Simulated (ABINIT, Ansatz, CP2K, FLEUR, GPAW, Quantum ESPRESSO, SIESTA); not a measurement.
## Code comparison for TiSi2 (Cmcm, 6 atoms in the cell)

Self-consistent single point.

```
CELL_PARAMETERS angstrom
      1.77570    -6.79984     0.00000
      1.77570     6.79984     0.00000
      0.00000     0.00000     3.58656
ATOMIC_POSITIONS crystal
  Ti 0.89688 0.10312 0.75000
  Ti 0.10312 0.89688 0.25000
  Si 0.55825 0.44175 0.75000
  Si 0.44175 0.55825 0.25000
  Si 0.24969 0.75031 0.75000
  Si 0.75031 0.24969 0.25000
```

All programs got the same cell, k-point mesh and kind of occupations (in Ansatz's words: kpoints.mp_grid.grid = 7 7 7; scf.occupations.method = gaussian; scf.occupations.width = 0.2 eV); potentials, basis and cutoffs are each program's usual ones.

```
code                                                                                                                                model  pressure (GPa)  largest force (eV/Å)  k-points           cutoff
----------------  -----------------------------------------------------------------------------------------------------------------------  --------------  --------------------  --------  ---------------
FLEUR                                                                        PBE, all-electron FLAPW (FLEUR), scalar-relativistic valence               –                 0.142        64  Kmax 4.1 1/bohr
ABINIT                                                           PBE, norm-conserving pseudopotentials (PseudoDojo nc-sr-05 PBE standard)           -0.69                 0.124        64            42 Ha
Ansatz                                                                                                                     PBE, PAW files           -0.69                 0.130        64           420 eV
CP2K                                                              PBE, GPW, DZVP-MOLOPT-SR-GTH basis, GTH-PBE potentials (GTH_POTENTIALS)           -0.17                 0.127       172      grid 600 Ry
Quantum ESPRESSO                                                          PBE, PseudoDojo standard norm-conserving (PBE) pseudopotentials           -0.69                 0.124        64            85 Ry
SIESTA            GGA PBE, numerical atomic orbitals DZP, PseudoDojo PBE standard norm-conserving potentials (rewritten from UPF to PSML)           -0.48                 0.203       172      grid 400 Ry
GPAW                                                                                         PBE, GPAW PAW datasets PBE (gpaw-data 1.0.1)           -0.11                 0.148        64           800 eV
```

Size of the force on each atom (eV/Å): Sizes of forces hide their directions.

| code | Ti1 | Ti2 | Si3 | Si4 | Si5 | Si6 |
|---|---|---|---|---|---|---|
| FLEUR | 0.038 | 0.038 | 0.142 | 0.142 | 0.010 | 0.010 |
| ABINIT | 0.037 | 0.037 | 0.124 | 0.124 | 0.010 | 0.010 |
| Ansatz | 0.037 | 0.037 | 0.130 | 0.130 | 0.010 | 0.010 |
| CP2K | 0.060 | 0.060 | 0.127 | 0.127 | 0.008 | 0.008 |
| Quantum ESPRESSO | 0.037 | 0.037 | 0.124 | 0.124 | 0.010 | 0.010 |
| SIESTA | 0.051 | 0.051 | 0.203 | 0.203 | 0.005 | 0.005 |
| GPAW | 0.031 | 0.031 | 0.148 | 0.148 | 0.011 | 0.011 |

A dash marks a value that a program does not give, or that is left out as unsure.

The spread over the programs that give each value: pressure within 0.58 GPa; largest force within 0.079 eV/Å.

The starting cell comes from a database of computed structures (which also holds hypothetical and non-ambient phases and stackings), without a prior relaxation at this level. Its lattice was rescaled by a random factor within 2.5 % of one. On Ansatz's run: Spin polarisation is off.

### Question
Why do the programs differ, and what cannot be compared?

### Answer
Differences of this kind can come from the potentials, where these differ, and from what each basis and cutoff leave unconverged. The zero of total energies and Fermi levels follows the potentials and each program's conventions, so they are not compared here. CP2K and SIESTA use small atom-centred bases, whose incompleteness enters pressures, forces and empty levels differently from a plane-wave cutoff. FLEUR treats all electrons, but the usual bases taken here (sphere radii, linearisation, local orbitals, empty states) were not tested for convergence, so the values are no reference for the others. Ansatz's pressure is given at a fixed set of plane waves, as the other plane-wave codes print theirs. The programs reduce the same mesh by symmetry to different extents, which changes the work and not the result.

Left out of this page: Elk (not drawn, or without a comparable value).

Ansatz is a first-principles code.

Keys are those of Ansatz 0.2.
